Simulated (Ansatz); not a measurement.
metastable 2H silicon carbide: the defect Al on the Si site + N on the C site

Calculation: PBE, PAW (plane waves to 420 eV; Ansatz, a program for electronic structure). Cell and caveats: 96-site cell; 2×2×2 shifted k-points; start: the Si site; C 1.89 Å away; energies good to tenths of an eV; relaxed from one start, so a lower configuration may exist; flagged in the runs: a host whose relaxation on this sampling wasn't shown to rest.

Neighbours after relaxation, in Å: of the Al atom: C 1.96, C 1.96, C 1.98, N 2.01; of the N atom: Si 1.87, Si 1.87, Si 1.89, Al 2.01.

```
charge         moment (μB)  largest move off a lattice site (Å)
------  ------------------  -----------------------------------
0       not spin-polarised                                 0.11
```

Flagged in the runs: a host whose relaxation on this sampling wasn't shown to rest.

All states together cost roughly 7 core-minutes.
